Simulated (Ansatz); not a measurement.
We look at the reaction energy. Reaction: Te (P3₁21) + H2 (gas) → TeH2 (gas). The sign is products less reactants.

Te (P3₁21), 3 atoms in the cell, k-point mesh 12×12×6 on the run's own vectors. Conventional cell: a = b = 4.3171 Å, c = 5.9673 Å, α = β = 90.00°, γ = 120.00°.

An isolated TeH2 molecule (singlet) in a box of 13 × 11 × 13 Å.
```xyz
3

Te     0.0000     0.0000    -0.7884
H      1.1810     0.0000     0.3942
H     -1.1810     0.0000     0.3942
```

An isolated H2 molecule (singlet) in a box of 11 × 11 × 13 Å.

Plane-wave PAW calculations with Ansatz (a program for electronic structure), its PAW set soft_1, cutoff 420 eV, 500 eV for r2SCAN. The structures are at rest with PBE+D3(BJ); other levels are single points on them. HSE06 runs on coarser k-point meshes, mended by the PBE difference between the two meshes. Neutral cells; Fermi-Dirac smearing of at most 0.05 eV in the solids, energies taken to zero width. The lattices are those relaxed with PBE+D3(BJ), so at other levels the solids can be strained, which adds to the spread. A dispersion term (D3(BJ), or D4 for r2SCAN) was computed beside these levels and is taken off wherever the name lacks it. Space groups of crystals are read within 0.01 Å. Nuclei at rest; no vibrational terms. Spin-orbit coupling is left out.

Task: What value does HSE06 give?

Result: 0.63 eV, for Te (P3₁21) + H2 (gas) → TeH2 (gas).

Task: What do the other levels give, and how wide is the spread?

Result: 
```tsv
Level	value (eV)	less HSE06
PBE	0.76	0.13
PBE+D3(BJ)	1.19	0.56
r2SCAN+D4	0.94	0.31
```

The levels shown span 0.56 eV, from HSE06 (0.63) to PBE+D3(BJ) (1.19).
